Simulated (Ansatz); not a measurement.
## Cubic perovskite CsSnI₃ (cubic high-temperature phase)

Method: HSE06 (plane waves, PAW; Ansatz, an electronic-structure program).

Settings: plane-wave cutoff 460 eV, 4×4×4 k mesh, Fermi–Dirac smearing 0.01 eV, scalar-relativistic PAW data made under PBE.

Cell: measured lattice: a = 6.2190 Å, b = 6.2190 Å, c = 6.2190 Å, α = 90.00°, β = 90.00°, γ = 90.00°.

For cubic perovskite CsSnI₃ (cubic high-temperature phase), the band gap comes out as 0.68 eV (on the SCF k mesh). The Γ–Γ gap is 5.32 eV.

Note: held by symmetry at 0 K, a high-temperature phase can be a saddle point; cell and atoms aren't relaxed at this level (pressure 0.3 GPa).

Spin–orbit coupling is not included; with these elements it can move the gap by several tenths of an eV or more.
